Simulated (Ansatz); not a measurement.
AlNi: pressure series

The parent structure is AlNi in the CsCl type structure (space group Pm-3m, No. 221; non-magnetic).

```yaml
crystal:
  lattice:
    - [2.86315, 0.00000, 0.00000]
    - [0.00000, 2.86315, 0.00000]
    - [0.00000, 0.00000, 2.86315]
  atoms:
    - { symbol: Al, position: [0.00000, 0.00000, 0.00000] }
    - { symbol: Ni, position: [0.50000, 0.50000, 0.50000] }
```

Cell and atoms are relaxed at each pressure.

All numbers come from r2SCAN/PAW in Ansatz (an electronic-structure program), no spin-orbit coupling.

Two rows of this table had their results exchanged by mistake.

```
pressure          volume per atom (Å³)  shortest distance (Å)  band gap
----------------  --------------------  ---------------------  --------
pressure −2 GPa                  11.87                  2.489      zero
pressure −1 GPa                  11.80                  2.484      zero
pressure 3 GPa                   11.54                  2.466      zero
pressure 7 GPa                   11.31                  2.449      zero
pressure 15 GPa                  10.91                  2.420      zero
pressure 30 GPa                   9.14                  2.282      zero
pressure 50 GPa                   9.71                  2.328      zero
pressure 75 GPa                  10.32                  2.375      zero
pressure 100 GPa                  8.70                  2.244      zero
```

Problem. Which two?

Solution. The rows for pressure 30 GPa and pressure 75 GPa: the volume has to fall steadily with pressure, so 10.32 Å³ belongs to pressure 30 GPa and 9.14 Å³ to pressure 75 GPa.

Load acts through the strain it causes; cell and atoms are relaxed under it. No phonon test of stability was made. No other phases were tried under pressure. Seeded moments were not kept for the base. The final runs are not spin-polarised.
